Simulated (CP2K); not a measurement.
Input and output of a self-consistent single point for CdCu2GeSe4 (I-42m, 8 atoms in the cell) (CP2K).

Method: PBEsol-D3(BJ)+ATM, GPW, DZVP-MOLOPT-SR-GTH basis, GTH-PBE potentials (GTH_POTENTIALS) (CP2K).

```
CELL_PARAMETERS angstrom
      6.97873     0.00000     0.00000
      2.08834     6.65894     0.00000
     -4.53353    -3.32947     4.13090
ATOMIC_POSITIONS crystal
  Cd 0.00000 0.00000 0.00000
  Cu 0.75000 0.25000 0.50000
  Cu 0.25000 0.75000 0.50000
  Ge 0.50000 0.50000 0.00000
  Se 0.40461 0.86769 0.00000
  Se 0.13231 0.13231 0.53692
  Se 0.86769 0.40461 0.00000
  Se 0.59539 0.59539 0.46308
```

Reference input (self-consistent single point, DFT LDA (Pade form), GPW, DZVP-MOLOPT-SR-GTH basis, GTH-PADE potentials (GTH_POTENTIALS)): CUTOFF = 600 Ry; REL_CUTOFF = 60 Ry; SMEAR/METHOD = MARZARI_VANDERBILT; SIGMA = 0.136 eV; KPOINTS/SCHEME = MONKHORST-PACK 4 4 4; GAMMA_CENTERED = T; XC_FUNCTIONAL = PADE; Cd/BASIS_SET = DZVP-MOLOPT-SR-GTH-q12; Cd/POTENTIAL = GTH-PADE-q12; Cu/BASIS_SET = DZVP-MOLOPT-SR-GTH-q11; Cu/POTENTIAL = GTH-PADE-q11; Ge/BASIS_SET = DZVP-MOLOPT-SR-GTH-q4. This run's input differs from it in these lines:

```diff
@@ -44,4 +44,17 @@
     &XC
-      &XC_FUNCTIONAL PADE
+      &XC_FUNCTIONAL
+        &PBE
+          PARAMETRIZATION PBESOL
+        &END PBE
       &END XC_FUNCTIONAL
+      &VDW_POTENTIAL
+        DISPERSION_FUNCTIONAL PAIR_POTENTIAL
+        &PAIR_POTENTIAL
+          TYPE DFTD3(BJ)
+          PARAMETER_FILE_NAME dftd3.dat
+          REFERENCE_FUNCTIONAL PBEsol
+          R_CUTOFF 15
+          CALCULATE_C9_TERM T
+        &END PAIR_POTENTIAL
+      &END VDW_POTENTIAL
     &END XC
@@ -81,3 +94,3 @@
       BASIS_SET DZVP-MOLOPT-SR-GTH-q12
-      POTENTIAL GTH-PADE-q12
+      POTENTIAL GTH-PBE-q12
     &END KIND
@@ -85,3 +98,3 @@
       BASIS_SET DZVP-MOLOPT-SR-GTH-q11
-      POTENTIAL GTH-PADE-q11
+      POTENTIAL GTH-PBE-q11
     &END KIND
@@ -89,3 +102,3 @@
       BASIS_SET DZVP-MOLOPT-SR-GTH-q4
-      POTENTIAL GTH-PADE-q4
+      POTENTIAL GTH-PBE-q4
     &END KIND
@@ -93,3 +106,3 @@
       BASIS_SET DZVP-MOLOPT-SR-GTH-q6
-      POTENTIAL GTH-PADE-q6
+      POTENTIAL GTH-PBE-q6
     &END KIND
```

Output (repeated stretches shortened):

```
 SCF WAVEFUNCTION OPTIMIZATION

  Step     Update method      Time    Convergence         Total energy    Change
     1 NoMix/Diag. 0.30E+00      -     1.46387544      -183.9095988059 -1.84E+02
     2 Broy./Diag. 0.30E+00      -     0.44009213      -186.3560517964 -2.45E+00
     3 Broy./Diag. 0.30E+00      -     0.08319473      -183.3999705618  2.96E+00
     4 Broy./Diag. 0.30E+00      -     0.16295023      -183.7090208064 -3.09E-01
     5 Broy./Diag. 0.30E+00      -     0.03884692      -184.0051154710 -2.96E-01
     6 Broy./Diag. 0.30E+00      -     0.00598810      -183.6212727198  3.84E-01
   [... 9 lines left out ...]
    16 Broy./Diag. 0.30E+00      -     0.00000052      -183.7217400300 -2.43E-06
    17 Broy./Diag. 0.30E+00      -     0.00000016      -183.7217386882  1.34E-06
    18 Broy./Diag. 0.30E+00      -     0.00000012      -183.7217389746 -2.86E-07
    19 Broy./Diag. 0.30E+00      -     0.00000003      -183.7217388811  9.35E-08
  *** SCF run converged in    19 steps ***

  Overlap energy of the core charge distribution:               0.00000005525362
  Self energy of the core charge distribution:               -290.67175026384240
  Core Hamiltonian energy:                                     87.23975430448445
  Hartree energy:                                              50.90340470900477
  Exchange-correlation energy:                                -31.11065657590802
  Dispersion energy:                                           -0.08294640157093
  Smearing free energy correction:                              0.00045529143663
  Fermi energy:                                                 0.13661204288804

  Total energy:                                              -183.72173888112113

   [... lines left out ...]

 STRESS| Analytical stress tensor [bar]
 STRESS|                        x                   y                   z
 STRESS|      x       -3.28055124969E+04   1.21823405268E+03   1.32057409041E+00
 STRESS|      y        1.21823405268E+03  -3.35695510026E+04   9.87440331016E-01
 STRESS|      z        1.32057409041E+00   9.87440331016E-01  -3.44647686068E+04
 STRESS| 1/3 Trace                                            -3.36132773688E+04
```

The run converged in 19 iterations. Against the reference run the pressure goes from -4.69 to -3.36 GPa and the largest force goes from 0.007 to 0.174 eV/Å.

The starting cell comes from a database of computed structures (which also holds hypothetical and non-ambient phases and stackings), without a prior relaxation at this level. Its lattice was rescaled by a random factor within 2.5 % of one. Spin polarisation is off. Values carry the incompleteness of an atom-centred basis. The potentials were made for another functional than the one used. With a pressure of about -3 GPa the cell is away from its equilibrium volume at this level. The run gives no clean gap (levels at the Fermi energy touch, overlap or are partly filled at this smearing), which alone does not show that the compound is a metal.

Cost on one core of a shared machine: roughly 3 min.
